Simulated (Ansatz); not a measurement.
Results of PBEsol in Ansatz (PAW) for Ta2N (P-3m1, No. 164, 3 atoms in the cell; start mp-10196).

Settings: plane-wave cutoff 520 eV, 24×24×12 k mesh (along the axes of the cell as run), Fermi–Dirac smearing 0.05 eV, scalar-relativistic PAW data made under PBE.

Cell (relaxed at this level):

```
Ta2N
1.0
    3.07791     0.00000     0.00000
   -1.53895     2.66555     0.00000
    0.00000     0.00000     4.82506
Ta N
2 1
Cartesian
  1.53895   0.88852   3.60045
  0.00000   1.77703   1.22461
  0.00000   0.00000   0.00000
```

Estimate the bulk modulus B0 that the calculation returns.


- bulk modulus B0: 288 GPa

The run finds no gap.

Note: the bulk modulus is −V dP/dV from two relaxed cells at ±2 % in volume; the relaxation could not lower the start's symmetry, so the cell can be a saddle point above a distorted one.

Spin–orbit coupling is not included; it can open a gap where bands touch, and shift volumes and moduli.

Static lattice: no zero-point or thermal effects.

A start named mp-… is a Materials Project structure, which need not be a measured phase.

Ansatz is a quantum-chemistry and plane-wave program.
